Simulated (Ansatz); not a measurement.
Given:

End structure of a constructed model of the (0001) surface of hcp Zr, a pseudomorphic layer of Os in the host's stacking (bottom of the slab: a bare face, its two planes held):

```xyz
7
Lattice="3.2325 0.0000 0.0000 -1.6162 2.7994 0.0000 0.0000 0.0000 32.0000" Properties=species:S:1:pos:R:3 pbc="T T T"
Zr     1.6162     0.9331     8.1706
Zr     0.0000     1.8663    10.7556
Zr     1.6162     0.9331    13.3744
Zr     0.0000     1.8663    15.9660
Zr     1.6162     0.9331    18.5150
Zr     0.0000     1.8663    21.3382
Os     1.6162     0.9331    23.1256
```

Set-up: 7 atoms, 15.7 Å thick at the start; mesh 13x13x1; 0.1 eV smearing; dipole correction on; 2 atoms held, the rest relaxed; held to the start's symmetry, so lower structures may exist; no spin, no spin-orbit, no U. It is one candidate, not shown to be the stable structure of the face.

Problem. What is the computed work function of the top face (PBE (Ansatz, a first-principles code))?

Solution. 4.26 eV
